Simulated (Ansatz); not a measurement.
Consider WC (space group P-6m2, No. 187; relaxed with 0.1 eV smearing).

```yaml
crystal:
  lattice:
    - [2.91308, 0.00000, 0.00000]
    - [-1.45654, 2.52280, 0.00000]
    - [0.00000, 0.00000, 2.83585]
  atoms:
    - { symbol: W, position: [0.00000, 0.00000, 0.00000] }
    - { symbol: C, position: [0.66667, 0.33333, 0.50000] }
```

Cartesian axes are those of the cell as printed.

Method: r2SCAN (Ansatz, a quantum-chemistry and plane-wave program, PAW, spin-orbit coupling left out), earlier PAW set.

Modification: uniaxial strain ε_xx = +5.48 %, all other strain components held at zero, atoms relaxed at fixed cell.

Question: What happens to the energy relative to the base?

Answer: The energy increases by 63 meV/atom.

Question: Predict the new stress.

Answer: The stress (xx, yy, zz, yz, xz, xy; compression positive) amounts to (-33.3, -11.7, -8.3, 0.0, 0.0, 0.0) GPa.

Stability against distortions was not tested. The final runs are not spin-polarised.
